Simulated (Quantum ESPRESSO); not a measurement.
# Predicting one run from its neighbours: the energy against the mesh, CdSe (R3m, 2 atoms in the cell)

```
CdSe
1.0
    2.14969    -1.24113     3.51043
    0.00000     2.48225     3.51043
   -2.14969    -1.24113     3.51043
Cd Se
1 1
Direct
  0.00475   0.00475   0.00475
  0.25000   0.25000   0.25000
```

Method: LDA (PZ), PSlibrary ultrasoft (LDA) pseudopotentials (plane waves; Quantum ESPRESSO).

Base settings: ecutwfc = 45 Ry; ecutrho = 540 Ry; occupations = smearing; smearing = fermi-dirac; degauss = 0.000734986 Ry; potentials = {Cd: Cd.pz-n-rrkjus_psl.1.0.0.UPF, Se: Se.pz-n-rrkjus_psl.1.0.0.UPF}; K_POINTS = automatic 3 3 3 0 0 0; conv_thr = 1e-11 Ry; mixing_beta = 0.3.

The last step of the ladder, which sets the zero, is K_POINTS = automatic 20 20 20 0 0 0.

The starting cell has typed, rounded lattice constants, without a prior relaxation at this level. Its lattice was rescaled by up to half a per cent. One atom was moved a little off its site on purpose.

The meshes are centred on Γ.

In a gapped crystal the sum over the mesh converges exponentially with the size of the supercell that the mesh stands for: ln(ΔF) = a + b·N.

| K_POINTS | divisions along the first axis | F less the last step's (meV/atom) | ln of it |
|---|---|---|---|
| automatic 4 4 4 0 0 0 | 4 | 29.36 | 3.380 |
| automatic 5 5 5 0 0 0 | 5 | ? | ? |
| automatic 6 6 6 0 0 0 | 6 | 3.14 | 1.144 |
| automatic 7 7 7 0 0 0 | 7 | 1.28 | 0.247 |
| automatic 9 9 9 0 0 0 | 9 | 0.30 | -1.204 |

Problem. Fit the line to the 4 rows given and predict the withheld one.

Solution. Means: x̄ = 6.5000, ȳ = 0.89175. Σ(x − x̄)(y − ȳ) = -11.91 and Σ(x − x̄)² = 13.00, so b = -0.9160 and a = ȳ − b·x̄ = 6.8458; each further division cuts the miss by a factor of 2.5. The largest residual of the fitted rows is 0.21. At x = 5 the line gives 2.266, that is 9.64 meV/atom. The run gave 8.93 meV/atom, a miss of 0.71 meV/atom (8 %). The table is a window of a longer ladder. The rows were chosen because the form fits them, the withheld one included, so this shows the method and is no test of the form.

Left out of this page: 4 runs of the series outside the window shown, repeating another row's setting, or not comparable.
